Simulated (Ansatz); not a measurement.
System: TiS2 (Fd-3m, No. 227, 12 atoms in the cell; start mp-9027; a measured phase of this formula has another space group). Method: HSE06 in Ansatz (plane waves, PAW).

Settings: plane-wave cutoff 460 eV, 4×4×4 k mesh, Fermi–Dirac smearing 0.01 eV, no spin polarisation, scalar-relativistic PAW data made under PBE.

Cell (relaxed with PBEsol):

```yaml
crystal:
  lattice:
    - [0.00000, 4.80939, 4.80939]
    - [4.80939, 0.00000, 4.80939]
    - [4.80939, 4.80939, 0.00000]
  atoms:
    - { symbol: Ti, position: [0.12500, 0.12500, 0.62500] }
    - { symbol: Ti, position: [0.12500, 0.62500, 0.12500] }
    - { symbol: Ti, position: [0.12500, 0.12500, 0.12500] }
    - { symbol: Ti, position: [0.62500, 0.12500, 0.12500] }
    - { symbol: S, position: [0.37504, 0.37504, 0.37504] }
    - { symbol: S, position: [0.37511, 0.87496, 0.87496] }
    - { symbol: S, position: [0.37504, 0.37504, 0.87489] }
    - { symbol: S, position: [0.87496, 0.37511, 0.87496] }
    - { symbol: S, position: [0.87489, 0.37504, 0.37504] }
    - { symbol: S, position: [0.87496, 0.87496, 0.87496] }
    - { symbol: S, position: [0.37504, 0.87489, 0.37504] }
    - { symbol: S, position: [0.87496, 0.87496, 0.37511] }
```

Task: Predict the band gap.

Result: 
band gap: 0.01 eV (under three smearing widths, so not firm)

Note: cell and atoms aren't relaxed at this level (pressure 2.6 GPa).

A start named mp-… is a Materials Project structure, which need not be a measured phase.

Ansatz is a program for electronic structure.
